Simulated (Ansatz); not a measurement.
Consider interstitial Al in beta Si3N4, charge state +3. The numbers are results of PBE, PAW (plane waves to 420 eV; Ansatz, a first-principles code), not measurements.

84-site cell at the relaxed PBE lattice, the Γ point alone, smearing 0.01 eV, spin-restricted, no finite-size correction. Static, classical nuclei. The charge state is imposed; whether it is stable for some Fermi level was not computed. Sites that were not tried may lie lower.

Barriers: single points on a 2×2×2 k-point mesh shifted by half a step along c at the bands' geometries.

Relaxed starting cell (atoms counted from 1):

```
CELL_PARAMETERS angstrom
     15.32742     0.00000     0.00000
     -3.83185     6.63697     0.00000
      0.00000     0.00000     8.77980
ATOMIC_POSITIONS crystal
  Si 0.20321 0.17973 0.25433
  Si 0.20466 0.17829 0.58176
  Si 0.20718 0.17560 0.91202
  Si 0.70274 0.17685 0.24996
  Si 0.70191 0.17684 0.58285
  Si 0.70021 0.17446 0.91724
  Si 0.11860 0.41103 0.08774
  Si 0.11504 0.40751 0.41920
  Si 0.11246 0.40386 0.74658
  Si 0.61366 0.40316 0.08382
  Si 0.61433 0.40511 0.41686
  Si 0.61518 0.40726 0.74998
  Si 0.41174 0.22918 0.25029
  Si 0.41238 0.22993 0.58339
  Si 0.41312 0.23121 0.91651
  Si 0.91044 0.22889 0.25385
  Si 0.91054 0.23136 0.58141
  Si 0.91170 0.23560 0.91320
  Si 0.29971 0.82662 0.08305
  Si 0.29800 0.82424 0.41742
  Si 0.29716 0.82423 0.75032
  Si 0.79276 0.82555 0.08827
  Si 0.79527 0.82284 0.41851
  Si 0.79671 0.82140 0.74595
  Si 0.08824 0.76551 0.08708
  Si 0.08940 0.76975 0.41887
  Si 0.08950 0.77222 0.74643
  Si 0.58678 0.76989 0.08377
  Si 0.58752 0.77117 0.41689
  Si 0.58816 0.77193 0.75000
  Si 0.38473 0.59384 0.25029
  Si 0.38558 0.59599 0.58342
  Si 0.38626 0.59797 0.91646
  Si 0.88747 0.59724 0.25370
  Si 0.88490 0.59360 0.58106
  Si 0.88131 0.59006 0.91254
  N  0.33214 0.33144 0.24714
  N  0.33402 0.33505 0.58304
  N  0.33364 0.33557 0.91870
  N  0.83467 0.33821 0.24447
  N  0.83266 0.33451 0.58181
  N  0.83346 0.33490 0.92134
  N  0.16648 0.66621 0.07894
  N  0.16728 0.66660 0.41847
  N  0.16526 0.66288 0.75582
  N  0.66628 0.66557 0.08157
  N  0.66589 0.66605 0.41725
  N  0.66777 0.66966 0.75314
  N  0.14970 0.33284 0.25215
  N  0.14730 0.32632 0.58455
  N  0.13004 0.29100 0.91719
  N  0.65125 0.33402 0.24930
  N  0.64898 0.33117 0.58383
  N  0.65168 0.33518 0.91750
  N  0.48347 0.29657 0.08354
  N  0.48331 0.29572 0.41610
  N  0.48425 0.29910 0.75057
  N  0.98412 0.26865 0.08285
  N  0.98385 0.29966 0.41652
  N  0.98259 0.30568 0.74922
  N  0.33154 0.96643 0.24928
  N  0.33350 0.96691 0.58423
  N  0.33180 0.96881 0.91722
  N  0.83251 0.96883 0.25216
  N  0.83565 0.96911 0.58390
  N  0.85162 0.96901 0.91723
  N  0.34823 0.66592 0.08278
  N  0.35092 0.66990 0.41645
  N  0.34865 0.66707 0.75098
  N  0.86986 0.71007 0.08309
  N  0.85262 0.67478 0.41572
  N  0.85024 0.66830 0.74813
  N  0.14833 0.03210 0.08305
  N  0.16430 0.03202 0.41637
  N  0.16743 0.03231 0.74812
  N  0.66810 0.03227 0.08306
  N  0.66641 0.03416 0.41605
  N  0.66838 0.03464 0.75100
  N  0.01736 0.69543 0.25106
  N  0.01610 0.70150 0.58376
  N  0.01582 0.73250 0.91742
  N  0.51564 0.70199 0.24971
  N  0.51659 0.70538 0.58419
  N  0.51642 0.70454 0.91674
  Al 0.99998 0.00056 0.00011
```
Cell charge +3.

End state 1 differs by these moves (Å; atoms that move under 0.08 Å are left out):

```json
[
 {"atom": "1", "element": "Si", "Δx": "0.08", "Δy": "-0.03", "Δz": "0.00"},
 {"atom": "3", "element": "Si", "Δx": "-0.08", "Δy": "0.03", "Δz": "0.00"},
 {"atom": "22", "element": "Si", "Δx": "0.00", "Δy": "0.00", "Δz": "-0.09"},
 {"atom": "34", "element": "Si", "Δx": "-0.07", "Δy": "-0.05", "Δz": "0.00"},
 {"atom": "36", "element": "Si", "Δx": "0.07", "Δy": "0.05", "Δz": "0.00"},
 {"atom": "49", "element": "N", "Δx": "-0.14", "Δy": "-0.28", "Δz": "-0.02"},
 {"atom": "51", "element": "N", "Δx": "0.14", "Δy": "0.28", "Δz": "-0.02"},
 {"atom": "64", "element": "N", "Δx": "0.29", "Δy": "0.00", "Δz": "-0.02"},
 {"atom": "66", "element": "N", "Δx": "-0.29", "Δy": "0.00", "Δz": "-0.02"},
 {"atom": "79", "element": "N", "Δx": "-0.17", "Δy": "0.25", "Δz": "-0.02"},
 {"atom": "81", "element": "N", "Δx": "0.17", "Δy": "-0.25", "Δz": "-0.02"},
 {"atom": "85", "element": "Al", "Δx": "0.00", "Δy": "0.00", "Δz": "1.46"}
]
```

Predict the forward and backward barriers to end state 1 from PBE, PAW.

forward 0.19 eV, backward 0.19 eV; at the saddle point atom 85 has neighbours N at 2.07, N at 2.09, N at 2.12 Å. The check of the saddle point's order was inconclusive, and it lies on a symmetry element of the cell, where a band can be held.
